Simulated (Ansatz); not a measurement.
**Effect of biaxial strain +0.50 %, plane normal [001], relaxed out of plane on Ti3MoB4**

Base system: Ti3MoB4 (space group Pm, No. 6; a cell from a computed database, its experimental status unchecked).

```xyz
8
Lattice="4.5096 0.0000 0.0000 0.0000 3.0354 0.0000 -0.0369 0.0000 5.9824" Properties=species:S:1:pos:R:3 pbc="T T T"
Ti     3.9153     1.5177     4.9323
Ti     1.6870     0.0000     4.0241
Ti     0.5290     0.0000     1.0635
B      0.4481     1.5177     2.8138
B      1.7581     1.5177     5.8084
B      4.0386     0.0000     3.1739
B      2.7176     0.0000     0.1892
Mo     2.7968     1.5177     1.9243
```

Cartesian axes are those of the cell as printed.

The change: biaxial strain +0.50 %, plane normal [001], relaxed out of plane (Cartesian); in-plane vectors clamped, the third vector and the atoms free.

Calculations: PBEsol in Ansatz (plane waves to 420 eV, PAW, no SOC). Γ-centred 15×10×8 mesh, Fermi–Dirac width 0.05 eV, for the changed cell.

```tsv
quantity	base	changed	shift
volume per atom	10.24 Å³	10.31 Å³	+0.07 Å³
shortest interatomic distance	1.811 Å	1.817 Å	+0.006 Å
pressure (mean of the normal stresses, compression positive)	0.0 GPa	-1.8 GPa	-1.8 GPa
band gap	zero	zero	–
out-of-plane strain (rough)	–	-0.28 %	–
mean in-plane stress (compression positive) (rough)	–	-2.7 GPa	–
```

Without a gap, meshes like the base's 10×15×8 leave anisotropic stresses uncertain by several tenths of a GPa, and small strain energies with them. No phonon test of stability was made. The final runs are not spin-polarised.

Ansatz is an electronic-structure program.
